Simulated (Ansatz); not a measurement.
# What strain tensor (xx, yy, zz, yz, xz, xy) = (−0.71, −2.24, +0.30, −0.13, +0.05, +0.09) % does to W

Consider W in the bcc (W type) structure (space group Im-3m, No. 229; a = 3.1688 Å; relaxed with 0.1 eV smearing). Axes: x, y, z lie along the cube axes.

The change: strain tensor (xx, yy, zz, yz, xz, xy) = (−0.71, −2.24, +0.30, −0.13, +0.05, +0.09) %; the atoms relax in the strained cell.

Level of theory: Ansatz (an electronic-structure program), r2SCAN, PAW, cutoff 500 eV, without spin-orbit coupling. Γ-centred 29×29×29 mesh, Fermi–Dirac width 0.1 eV.

The space group goes from Im-3m (No. 229) to P-1 (No. 2) and the energy grows by 18 meV/atom. The pressure (mean of the normal stresses, compression positive) goes from zero to 9.1 GPa and the band gap is still zero. The stress (xx, yy, zz, yz, xz, xy; compression positive) comes out as (8.4, 14.2, 4.8, 0.4, -0.2, -0.3) GPa.

Final structure:

```
CELL_PARAMETERS angstrom
     -1.57111     1.54552     1.58640
      1.57253    -1.54964     1.59194
      1.57380     1.55233    -1.59052
ATOMIC_POSITIONS crystal
  W  0.00000 0.00000 0.00000
```

Stability against distortions was not tested. All final runs are without spin polarisation.
